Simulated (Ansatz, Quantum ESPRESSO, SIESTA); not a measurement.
## La₃SnC (Pm-3m, 5 atoms in the cell) computed with different codes at matched settings

Self-consistent single point.

```yaml
crystal:
  lattice:
    - [5.10806, 0.00000, 0.00000]
    - [0.00000, 5.10806, 0.00000]
    - [0.00000, 0.00000, 5.10806]
  atoms:
    - { symbol: La, position: [0.50000, 0.00000, 0.00000] }
    - { symbol: La, position: [0.00000, 0.50000, 0.00000] }
    - { symbol: La, position: [0.00000, 0.00000, 0.50000] }
    - { symbol: Sn, position: [0.50000, 0.50000, 0.50000] }
    - { symbol: C, position: [0.00000, 0.00000, 0.00000] }
```

Shared settings, as Ansatz (a program for electronic structure) writes them: kpoints.mp_grid.grid = 3 3 3; scf.occupations.method = gaussian; scf.occupations.width = 0.02 Ry. Potentials and cutoffs stand in the table.

```csv
code,model,pressure (GPa),cutoff
Ansatz,"PBEsol, PAW files made with PBE",1.54,30.9 Ry
Quantum ESPRESSO,"PBEsol, GBRV 1.5 ultrasoft (PBESOL) pseudopotentials",1.69,40 Ry
SIESTA,"GGA PBEsol, numerical atomic orbitals DZP, PseudoDojo PBEsol standard norm-conserving potentials (rewritten from UPF to PSML)",4.11,grid 350 Ry
```

The spread over the programs that give each value: pressure within 2.57 GPa.

SIESTA uses small atom-centred bases, whose incompleteness enters pressures, forces and empty levels differently from a plane-wave cutoff. Ansatz's pressure is given at a fixed set of plane waves, as the other plane-wave codes print theirs. In the pressure, SIESTA (by 2.50) lies more than 1 GPa from the median of the plane-wave programs.

On the base mesh (7 7 7) the same programs gave: Ansatz pressure 1.48 GPa; Quantum ESPRESSO pressure 1.63 GPa; SIESTA pressure 4.18 GPa.

The starting cell comes from a database of computed structures (which also holds hypothetical and non-ambient phases and stackings), without a prior relaxation at this level. Its lattice was rescaled by a random factor within 2.5 % of one.

Left out of this page: FLEUR (not drawn, or without a comparable value).

Keys are those of Ansatz 0.2.
